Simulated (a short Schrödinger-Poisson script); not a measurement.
Structure: symmetric double-gate stack, Si3N4 on p-type Si(100), at 77 K.

| layer | material | thickness (nm) | Na (cm⁻³) |
|---|---|---|---|
| 1 | Si3N4 | 3.1 | - |
| 2 | Si | 20 | 3e15 |
| 3 | Si3N4 | 3.1 | - |

Constants are typed, rounded textbook-type inputs, not results; the design itself was drawn at random and stands for no fabricated device. Si3N4: permittivity 7.5, conduction-band edge (eV) 1.95, gap (eV) 5.1, electron mass (mₑ) 0.5. Si: permittivity 11.7, conduction-band edge (eV) 0, gap (eV) 1.124, Nv at 300 K (cm⁻³) 3.1e19.

Channel valleys (confinement mass, in-plane density-of-states mass, number): Δ2 0.916, 0.19, 2; Δ4 0.19, 0.417, 4. At the gates, both at one voltage, the conduction-band edge of layer 1 lies 2 eV − eVg above the Fermi level of the channel. Gaps are held at their typed values at every temperature. Mesh 0.03 nm at interfaces.

Solved with a short Schrödinger-Poisson script written for these runs: 1D Poisson equation in equilibrium, electrons quantum, Hartree (BenDaniel-Duke, 12 states a valley, the channel's in-plane mass for all, wave functions free to enter the dielectric), parabolic valleys, classical holes, full ionisation, no traps, pinning or gate leakage.

The same stack at other levels of the model or other numerical settings:

```tsv
run	sheet density of all electrons at Vg = 0.75 V (cm⁻²)	sheet density of all electrons at Vg = 0.15 V (cm⁻²)	capacitance of both gates at Vg = 0.75 V (μF/cm²)	rough cost against the base
base	1.39e13	1.72e12	3.45	about 1
electrons treated as classical, Boltzmann	1.77e13	2.38e12	4.18	0.02
electrons treated as classical, Fermi-Dirac	1.62e13	2.29e12	3.80	0.06
mesh six times as coarse	1.39e13	1.72e12	3.44	0.2
```

The classical rows ignore confinement, and Boltzmann statistics overrate the density once the band edge passes the Fermi level.
